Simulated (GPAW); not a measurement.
# GPAW run on C3N4 (R3m, 7 atoms in the cell): self-consistent single point

Level of theory: LDA (Perdew-Wang 92), GPAW PAW datasets LDA (gpaw-data 1.0.1) (plane waves; GPAW).

This input was run:

```python
from ase import Atoms
from ase.units import GPa
from gpaw import GPAW, PW, FermiDirac

atoms = Atoms(['C', 'C', 'C', 'N', 'N', 'N', 'N'],
              cell=[[2.421639, 1.398134, 3.612790],
                    [-2.421639, 1.398134, 3.612790],
                    [0.000000, -2.796268, 3.612790]],
              scaled_positions=[[0.490065, 0.490065, 0.019330],
                                [0.019330, 0.490065, 0.490065],
                                [0.490065, 0.019330, 0.490065],
                                [0.659700, 0.170120, 0.170120],
                                [0.170120, 0.659700, 0.170120],
                                [0.170120, 0.170120, 0.659700],
                                [0.665603, 0.665603, 0.665603]],
              pbc=True)

calc = GPAW(mode=PW(900),
            xc='LDA',
            kpts={'size': (6, 6, 6), 'gamma': True},
            occupations=FermiDirac(0.01),
            nbands=-6,
            convergence={'density': 1e-05, 'bands': -4},
            symmetry={'symmorphic': False, 'tolerance': 0.0005},
            maxiter=150)

atoms.calc = calc

energy = atoms.get_potential_energy()
print('Energy (eV):', round(energy, 6))
forces = atoms.get_forces()
print('Forces (eV/Ang):')
print(forces.round(5))
stress = atoms.get_stress()
print('Stress (GPa, Voigt):', (stress / GPa).round(4))
```

Log, with long lists cut:

```
Input parameters:
  convergence: {bands: -4,
                density: 1e-05}
  kpts: {gamma: True,
         size: (6, 6, 6)}
  maxiter: 150
  mode: {ecut: 900.0000000000001,
         name: pw}
  nbands: -6
  occupations: {fixmagmom: False,
                name: fermi-dirac,
                width: 0.01}
  symmetry: {symmorphic: False,
             tolerance: 0.0005}

species:
  C:
    name: Carbon
    Z: 6.0
    valence: 4
    core: 2
    charge: 0.0
    file: C.LDA.gz

    # Using partial waves for C as LCAO basis

  N:
    name: Nitrogen
    Z: 7.0
    valence: 5
    core: 2
    charge: 0.0
    file: N.LDA.gz

    # Using partial waves for N as LCAO basis

Reference energy: -8939.905388  # eV

Spin-paired calculation

Convergence criteria:
 Maximum [total energy] change in last 3 cyles: 0.0005 eV / valence electron
 Maximum integral of absolute [dens]ity change: 1e-05 electrons / valence electron
 Maximum integral of absolute [eigenst]ate change: 4e-08 eV^2 / valence electron
 Maximum number of scf [iter]ations: 150

Symmetries present (total): 6
Symmetries with fractional translations: 0
216 k-points: 6 x 6 x 6 Monkhorst-Pack grid + [1/12,1/12,1/12]
32 k-points in the irreducible part of the Brillouin zone
       k-points in crystal coordinates                weights
   0:     0.00000000    0.00000000    0.00000000          1/216
   1:     0.16666667    0.00000000   -0.16666667          6/216
   2:     0.16666667    0.00000000    0.00000000          6/216
   [... 7 lines left out ...]
          ...
  31:     0.50000000    0.50000000    0.50000000          1/216

Wave functions: Plane wave expansion
  Cutoff energy: 900.000 eV
  Number of coefficients (min, max): 4469, 4528
  Pulay-stress correction: 0.000000 eV/Ang^3 (de/decut=0.000000)

Occupation numbers: Fermi-Dirac:
  width: 0.0100  # eV

Eigensolver

Densities:
  Coarse grid: 32*32*32 grid
  Fine grid: 64*64*64 grid
  Total Charge: 0.000000

Density mixing:
  Method: separate
  Backend: pulay
  Linear mixing parameter: 0.05
  old densities: 5
  Damping of long wavelength oscillations: 50

Hamiltonian:
  XC and Coulomb potentials evaluated on a 64*64*64 grid
  External potential:
    NoExternalPotential

Number of atoms: 7
Number of atomic orbitals: 28
Number of bands in calculation: 22
Number of valence electrons: 32
Bands to converge: 18

Density initialized from atomic densities
  22 bands from LCAO basis set

Atomic positions and initial magnetic moments

Positions:
   0 C      0.000000    1.316301    3.610839    ( 0.0000,  0.0000,  0.0000)
   1 C     -1.139950   -0.658151    3.610839    ( 0.0000,  0.0000,  0.0000)
   2 C      1.139950   -0.658151    3.610839    ( 0.0000,  0.0000,  0.0000)
   3 N      1.185586    0.684498    3.612573    ( 0.0000,  0.0000,  0.0000)
   4 N     -1.185586    0.684498    3.612573    ( 0.0000,  0.0000,  0.0000)
   5 N      0.000000   -1.368997    3.612573    ( 0.0000,  0.0000,  0.0000)
   6 N      0.000000    0.000000    7.214052    ( 0.0000,  0.0000,  0.0000)

Unit cell:
           periodic     x           y           z      points  spacing
  1. axis:    yes    2.421639    1.398134    3.612790    32     0.1222
  2. axis:    yes   -2.421639    1.398134    3.612790    32     0.1222
  3. axis:    yes    0.000000   -2.796268    3.612790    32     0.1222

  Lengths:   4.568519   4.568519   4.568519
  Angles:   64.020494  64.020494  64.020492

Effective grid spacing dv^(1/3) = 0.1308

     iter     time        total  log10-change:
                         energy   eigst   dens
iter:   1 --:--:--   -68.920248   +0.65
iter:   2 --:--:--   -68.224962   -0.78  -0.80
iter:   3 --:--:--   -65.577556   -0.56  -0.84
iter:   4 --:--:--   -65.458956   -1.73  -1.14
iter:   5 --:--:--   -65.196044   -1.18  -1.19
iter:   6 --:--:--   -65.174394   -1.47  -1.54
iter:   7 --:--:--   -65.102611   -2.49  -1.69
iter:   8 --:--:--   -65.096729   -2.63  -1.92
iter:   9 --:--:--   -65.098619c  -2.83  -2.16
iter:  10 --:--:--   -65.089705c  -2.89  -2.16
iter:  11 --:--:--   -65.089769c  -4.09  -3.04
iter:  12 --:--:--   -65.089705c  -5.34  -3.07
iter:  13 --:--:--   -65.089560c  -4.98  -3.14
iter:  14 --:--:--   -65.089555c  -5.63  -3.47
iter:  15 --:--:--   -65.089552c  -6.54  -3.57
iter:  16 --:--:--   -65.089552c  -5.74  -3.62
iter:  17 --:--:--   -65.089543c  -6.11  -3.61
iter:  18 --:--:--   -65.089543c  -6.62  -3.96
iter:  19 --:--:--   -65.089543c  -7.77c -4.01
iter:  20 --:--:--   -65.089544c  -7.03  -4.04
iter:  21 --:--:--   -65.089543c  -7.03  -4.04
iter:  22 --:--:--   -65.089543c  -7.85c -4.17
iter:  23 --:--:--   -65.089542c  -6.85  -4.22
iter:  24 --:--:--   -65.089542c  -8.17c -4.62
iter:  25 --:--:--   -65.089542c  -8.16c -4.70
iter:  26 --:--:--   -65.089542c  -8.42c -4.82
iter:  27 --:--:--   -65.089542c  -9.14c -5.11c

Converged after 27 iterations.

Dipole moment: (-0.000000, 0.000000, -11.846584) |e|*Ang

Energy contributions relative to reference atoms: (reference = -8939.905388)

Kinetic:        +43.709392
Potential:      -46.805502
External:        +0.000000
XC:             -62.522584
Entropy (-ST):   +0.000000
Local:           +0.529151
SIC:             +0.000000
--------------------------
Free energy:    -65.089542
Extrapolated:   -65.089542

Showing only first 2 kpts
 Kpt  Band  Eigenvalues  Occupancy
  0    14      3.68333    2.00000
  0    15      3.68333    2.00000
  0    16      5.02482    0.00000
  0    17      5.02482    0.00000

  1    14      2.34704    2.00000
  1    15      3.30434    2.00000
  1    16      5.44064    0.00000
  1    17      6.40107    0.00000

Fermi level: 4.55426

Gap: 1.341 eV
Transition (v -> c):
  (s=0, k=0, n=15, [0.00, 0.00, 0.00]) -> (s=0, k=0, n=16, [0.00, 0.00, 0.00])
No difference between direct/indirect transitions
Energy (eV): -65.089542

Forces in eV/Ang:
  0 C     0.00000   -0.46277   -0.00186
  1 C     0.40077    0.23139   -0.00186
  2 C    -0.40077    0.23139   -0.00186
  3 N    -1.02505   -0.59181   -0.00919
  4 N     1.02505   -0.59181   -0.00919
  5 N     0.00000    1.18363   -0.00919
  6 N     0.00000   -0.00000    0.03309

Stress tensor:
     0.143529     0.000000     0.000000
    -0.000000     0.143529     0.000000
     0.000000     0.000000     0.012327
Stress (GPa, Voigt): [22.996  22.996   1.9751  0.      0.      0.    ]
```

The run converged in 27 iterations. GPAW prints stress with tension positive.

At such cutoffs GPAW's stress carries a finite-basis (Pulay) error, which enters relaxed cells too; its log prints stress with tension positive.

The starting cell comes from a database of computed structures (which also holds hypothetical and non-ambient phases and stackings), without a prior relaxation at this level. Its lattice was rescaled by a random factor within 2.5 % of one. Forces in this geometry exceed 1 eV/Å.

Cost on one core of a shared machine: roughly 50 s.
